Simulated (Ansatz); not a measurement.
## La₂O₃ (space group P-3m1, No. 164)

```cif
data_La2O3
_chemical_formula_sum 'La2 O3'
_space_group_name_H-M_alt 'P 1'
_space_group_IT_number 1
_cell_length_a 3.93519
_cell_length_b 3.93519
_cell_length_c 6.12567
_cell_angle_alpha 90.000
_cell_angle_beta 90.000
_cell_angle_gamma 120.000
loop_
_space_group_symop_operation_xyz
  'x, y, z'
loop_
_atom_site_label
_atom_site_type_symbol
_atom_site_fract_x
_atom_site_fract_y
_atom_site_fract_z
_atom_site_occupancy
La1 La 0.33333 0.66667 0.24612 1
La2 La 0.66667 0.33333 0.75388 1
O1 O 0.00000 0.00000 0.00000 1
O2 O 0.33333 0.66667 0.64612 1
O3 O 0.66667 0.33333 0.35388 1
```

The values are results of r2SCAN (Ansatz, a program for electronic structure), spin-orbit coupling left out, earlier PAW set, not measurements. Settings: 10×10×6 k-points, 0.05 eV Fermi–Dirac smearing.

| Quantity | Result |
|---|---|
| Volume per atom | 16.43 Å³ |
| Density | 6.59 g/cm³ |
| Band gap | 4.23 eV, indirect, L → K |
| Electron mass | 1.3 mₑ |
| Total energy | -2849.222 eV/atom (σ→0; compares only within this code and set-up) |

Masses are band curvatures over ±0.01 Å⁻¹ around the edge. Whether these cells are dynamically stable was not tested.
